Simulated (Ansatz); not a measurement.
Consider ZnSiP₂ in the chalcopyrite structure (space group I-42d, No. 122).

```yaml
crystal:
  lattice:
    - [-2.67654, 2.67654, 5.22259]
    - [2.67654, -2.67654, 5.22259]
    - [2.67654, 2.67654, -5.22259]
  atoms:
    - { symbol: Zn, position: [0.00000, 0.00000, 0.00000] }
    - { symbol: Zn, position: [0.75000, 0.25000, 0.50000] }
    - { symbol: Si, position: [0.50000, 0.50000, 0.00000] }
    - { symbol: Si, position: [0.25000, 0.75000, 0.50000] }
    - { symbol: P, position: [0.87500, 0.86045, 0.48545] }
    - { symbol: P, position: [0.13955, 0.62500, 0.01455] }
    - { symbol: P, position: [0.37500, 0.38955, 0.51455] }
    - { symbol: P, position: [0.61045, 0.12500, 0.98545] }
```

Cartesian axes are those of the cell as printed.

The values are results of plane-wave PAW DFT at the PBEsol level (Ansatz, a quantum-chemistry and plane-wave program, 420 eV), without spin-orbit coupling, not measurements.

Before the change:

The smallest direct gap comes out as 1.16 eV.

It is then changed as follows: the cell is stretched by 2.25 % along z with no lateral relaxation; the atoms relax in the strained cell.

Question: How does this affect the smallest direct gap and stress?

Answer: The smallest direct gap grows by 0.214 eV, from 1.16 eV to 1.38 eV; the stress (xx, yy, zz, yz, xz, xy; compression positive) is (-1.42, -1.42, -3.13, 0.00, 0.00, 0.00) GPa.

Whether these cells are dynamically stable was not tested.
